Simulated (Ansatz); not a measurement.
Base system: Re in the hcp (Mg type) structure (space group P6_3/mmc, No. 194; relaxed with 0.1 eV smearing).

```yaml
crystal:
  lattice:
    - [2.75189, 0.00000, 0.00000]
    - [-1.37595, 2.38321, 0.00000]
    - [0.00000, 0.00000, 4.44007]
  atoms:
    - { symbol: Re, position: [0.66667, 0.33333, 0.75000] }
    - { symbol: Re, position: [0.33333, 0.66667, 0.25000] }
```

Calculations: PBEsol (Ansatz, a quantum-chemistry and plane-wave program; PAW; 420 eV plane waves; spin-orbit coupling left out).

Strains are applied to the cell and any free atomic positions relax.

One change was made to it. Results:

The energy increases by 109 meV/atom; the pressure (mean of the normal stresses, compression positive) goes from zero to 35.0 GPa.

Question: Name the change that was made.
(A) isotropic strain −0.50 %
(B) isotropic strain −2.50 %
(C) isotropic strain −3.00 %
(D) isotropic strain +2.00 %

Answer: B, isotropic strain −2.50 %. For comparison, the energy relative to the base in the other runs: isotropic strain −0.50 % gives +4.1 meV/atom; isotropic strain +2.00 % gives +60 meV/atom; isotropic strain −3.00 % gives +159 meV/atom.

No phonon test of stability was made. All final runs are without spin polarisation.
